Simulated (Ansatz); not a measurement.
Reference: Ca$_{2}$Si (Fm-3m), PBEsol, rigid bands (plane waves, PAW, scalar-relativistic; Ansatz, a first-principles code); geometry: cell and atoms relaxed with PBEsol.

```xyz
3
Lattice="0.0000 3.5460 3.5460 3.5460 0.0000 3.5460 3.5460 3.5460 0.0000" Properties=species:S:1:pos:R:3 pbc="T T T"
Ca     5.3190     5.3190     5.3190
Ca     1.7730     1.7730     1.7730
Si     0.0000     0.0000     0.0000
```

| Item | Result |
|---|---|
| band gap | 0.47 eV |
| electron conductivity mass | 0.45 mₑ |
| Seebeck coefficient, n-type 1e19 cm⁻³ | -279 μV/K |

Question: Replace Si by Ge on the same sites and relax. What happens?

Answer: Ca$_{2}$Ge (Fm-3m): volume per atom 29.7 to 30.0 Å³; band gap rises (0.47 eV to 0.51 eV); electron conductivity mass stays about the same (0.45 mₑ to 0.45 mₑ); Seebeck coefficient, n-type 1e19 cm⁻³ stays about the same (-279 μV/K to -279 μV/K).

Moves up to 5 % count as about the same. Masses are for dilute carriers at 300 K, harmonic means over directions unless an axis is named. Seebeck coefficients are for the stated density at 300 K, with one relaxation time for all states and whether or not that doping can be reached. Spin-orbit coupling is left out.

Computed structure with no diffraction record at hand here (it may be known, metastable or hypothetical): Ca2Ge (Fm-3m), Ca2Si (Fm-3m).
